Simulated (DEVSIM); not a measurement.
System: illuminated Ge p-on-n cell, one wavelength, at 300 K.

Layer 1 from the left is Ge, thickness (μm) 0.990, Na (cm⁻³) 2.6e18, τn (s) 2.8e-5, τp (s) 3.4e-5, absorption coefficient (cm⁻¹) 400. Layer 2 from the left is Ge, thickness (μm) 30.0, Nd (cm⁻³) 1.7e16, τn (s) 0.0001, τp (s) 0.0001, absorption coefficient (cm⁻¹) 400.

Left contact: ohmic, minority electron recombination velocity 4000 cm/s. Right contact: ohmic, minority hole recombination velocity 2000 cm/s. Voltage is applied to the left contact. Recombination: SRH at mid-gap, radiative, Auger. Light enters at the left, 1.4e17 photons cm⁻² s⁻¹, one pass, no reflection. Mobility is constant in doping.

This is a model device: material constants are rounded textbook-type values typed into the input, and sizes, dopings and lifetimes were drawn at random. Values at 300 K.

Ge: gap (eV) 0.664, affinity (eV) 4, permittivity 16, Nc (cm⁻³) 1.04e19, Nv (cm⁻³) 6e18, μn (cm²/Vs) 3900, μp (cm²/Vs) 1900, B (cm³/s) 6.4e-14, Cn (cm⁶/s) 1e-31, Cp (cm⁶/s) 1e-31.

Simulated with DEVSIM: 1D drift-diffusion, Boltzmann statistics, complete ionisation; no tunnelling, impact ionisation, image-force lowering or self-heating.

Dark forward current:

| |V| (V) | |J| (A/cm²) |
|---|---|
| 0.05 | 4.496e-5 |
| 0.10 | 0.0003555 |
| 0.15 | 0.002502 |
| 0.20 | 0.01734 |
| 0.25 | 0.1197 |
| 0.30 | 0.8156 |
| 0.35 | 5.330 |
| 0.40 | 31.91 |
| 0.45 | 166.0 |
| 0.50 | 728.0 |
| 0.55 | 2740 |

Task: Work out the local ideality factor n = ΔV / (kT/q · ln(J2/J1)) between the rows 0.15 and 0.20 V, 0.50 and 0.55 V.

Result: kT/q = 25.85 mV. From 0.15 to 0.20 V: ln(0.01734/0.002502) = 1.936, n = 1.00, near the 1 of diffusion or emission over a barrier. From 0.50 to 0.55 V: ln(2740/728.0) = 1.325, n = 1.46.

Task: What current could the absorbed light give at most, and what share is collected?

Result: Σ αd = 1.24, so qΦ(1 − exp(−Σ αd)) = 15.9 mA/cm². The simulated short-circuit current is 15.28 mA/cm², a share of 0.96.

Task: Estimate the open-circuit voltage by superposition: the voltage at which the dark current equals that short-circuit current.

Result: Interpolating ln J in the table gives 0.197 V. The simulation gives 0.197 V, the same within the digits that matter. Superposition holds where collection doesn't change with voltage.
